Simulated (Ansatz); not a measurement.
Results of r²SCAN (Ansatz, a program for electronic structure, PAW) for As (model structure, started from the fcc type, Fm-3m, No. 225, 1 atoms in the cell).

Run with plane-wave cutoff 560 eV, 22×22×22 k mesh, Fermi–Dirac smearing 0.05 eV, scalar-relativistic PAW data made under PBE.

Cell (relaxed at this level):

```
CELL_PARAMETERS angstrom
      0.00000     2.12132     2.12132
      2.12132     0.00000     2.12132
      2.12132     2.12132     0.00000
ATOMIC_POSITIONS crystal
  As 0.00000 0.00000 0.00000
```

Task: What does this level give for the bulk modulus?

Result: 
- bulk modulus = 80.0 GPa

The run finds no gap.

Note: the bulk modulus is −V dP/dV from two relaxed cells at ±2 % in volume; the relaxation could raise the start's symmetry but not lower it, so the cell can be a saddle point.

Computed values are for the static lattice.

A model structure was made by putting elements into a prototype or built by hand; it is no filed structure, need not be a known phase, and can be a saddle point held by its symmetry.
